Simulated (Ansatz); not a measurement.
# Several settings converged on TaN (P3m1, 2 atoms in the cell)

```
CELL_PARAMETERS angstrom
      2.94876     0.00000     0.00000
     -1.47438     2.55370     0.00000
      0.00000     0.00000     2.89885
ATOMIC_POSITIONS crystal
  Ta 0.00000 0.00000 0.51725
  N  0.66667 0.33333 0.00000
```

Base method: PBEsol, default PAW files made with PBE (plane waves; Ansatz, a quantum-chemistry and plane-wave program).

Base settings: basis.ecutwfc = 420 eV; kpoints.mp_grid.grid = 13 13 11; hamiltonian.xc = pbesol; hamiltonian.pseudopotentials = {kind: paw} (the program's default PAW files); scf.occupations.method = fermi_dirac; scf.occupations.width = 0.1 eV.

The count of work is k-points × plane waves × bands × iterations; it is no time. 

**The width of Fermi-Dirac smearing**

In this ladder: kpoints.mp_grid.grid = 21 21 18.

Narrow widths need finer meshes than wide ones, so the last steps can hold mesh noise.

Only quantities that move along the ladder and can be compared are tabulated; pressure and forces are left out, as mesh noise rules them at narrow widths.

| scf.occupations.width | free energy less the last step's (meV/atom) | energy extrapolated to zero width less the last step's (meV/atom) |
|---|---|---|
| 1 eV | -435.58 | 143.04 |
| 0.5 eV | -61.03 | 30.22 |
| 0.3 eV | -12.47 | 6.58 |
| 0.2 eV | -3.34 | 1.58 |
| 0.1 eV | 0.00 | 0.00 |

Widest scf.occupations.width that holds the energy extrapolated to zero width within 2 meV/atom: not settled: the last two steps still differ by 1.6 meV/atom, over half the tolerance, so the ladder does not show it.

Widest scf.occupations.width that holds the free energy within 5 meV/atom: not settled: the last two steps still differ by 3.3 meV/atom, over half the tolerance, so the ladder does not show it.

**The width of Methfessel-Paxton smearing**

In this ladder: kpoints.mp_grid.grid = 21 21 18; scf.occupations.method = methfessel_paxton.

Narrow widths need finer meshes than wide ones, so the last steps can hold mesh noise.

Only quantities that move along the ladder and can be compared are tabulated; pressure and forces are left out, as mesh noise rules them at narrow widths.

| scf.occupations.width | free energy less the last step's (meV/atom) |
|---|---|
| 1 eV | 15.49 |
| 0.5 eV | 1.98 |
| 0.3 eV | 0.21 |
| 0.2 eV | 0.03 |
| 0.1 eV | 0.00 |
| 0.05 eV | 0.00 |

Widest scf.occupations.width that holds the free energy within 1 meV/atom of the last step, with all finer ones: 0.3 eV; the step before is off by 2.0 meV/atom.

**The mesh under tetrahedron occupations**

In this ladder: scf.occupations.method = tetrahedron; scf.occupations.width = default.

Only quantities that move along the ladder and can be compared are tabulated.

```csv
kpoints.mp_grid.grid,free energy less the last step's (meV/atom),pressure (GPa),count of work / last
5 5 5,-5.49,-8.77,0.0087
7 7 6,1.00,-8.63,0.018
8 8 7,1.13,-8.63,0.025
10 10 9,-0.04,-8.67,0.047
13 13 11,0.10,-8.66,0.090
16 16 14,0.04,-8.67,0.17
19 19 17,0.00,-8.67,0.28
24 24 21,0.01,-8.67,0.53
30 30 26,0.00,-8.67,1.0
```

Coarsest kpoints.mp_grid.grid that holds the pressure within 0.05 GPa of the last step, with all finer ones: 7 7 6, at 0.018 of the last step's count of work; the step before is off by 0.10 GPa.

Coarsest kpoints.mp_grid.grid that holds the free energy within 0.5 meV/atom of the last step, with all finer ones: 10 10 9, at 0.047 of the last step's count of work; the step before is off by 1.1 meV/atom.

On the base run: the starting cell comes from a database of computed structures (which also holds hypothetical and non-ambient phases and stackings), without a prior relaxation at this level. Its lattice was rescaled by up to half a per cent. One atom was moved a little off its site on purpose. Spin polarisation is off. In the base run, with a pressure of about -9 GPa the cell is away from its equilibrium volume at this level. Ansatz's pressure includes its estimate of the finite-basis (Pulay) stress.

Left out of this page: 4 runs of the series outside the window shown, repeating another row's setting, or not comparable.

Keys are those of Ansatz 0.2.
